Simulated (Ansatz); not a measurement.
The parent structure is KTaO₃ in the cubic perovskite structure (space group Pm-3m, No. 221; a = 3.952 Å).

Level of theory: LDA/PAW in Ansatz (a quantum-chemistry and plane-wave program), scalar-relativistic without spin-orbit coupling.

Strains are applied to the cell and any free atomic positions relax.

One change was made to it. Results:

The energy increases by 11 meV/atom; the band gap grows by 0.07 eV (2.13 eV → 2.20 eV); the pressure goes up by 8.56 GPa, from -0.01 GPa to 8.55 GPa.

**Question.** Which of these changes matches the shifts?
A. isotropic strain −1.20 %
B. isotropic strain −0.60 %
C. isotropic strain −3.00 %
D. isotropic strain −1.80 %

**Answer.** A, isotropic strain −1.20 %. For comparison, the energy relative to the base in the other runs: isotropic strain −1.80 % gives +26 meV/atom; isotropic strain −3.00 % gives +76 meV/atom; isotropic strain −0.60 % gives +2.8 meV/atom.

Spin-orbit coupling, missing from the scalar runs, can matter with Ta. Whether these cells are dynamically stable was not tested.
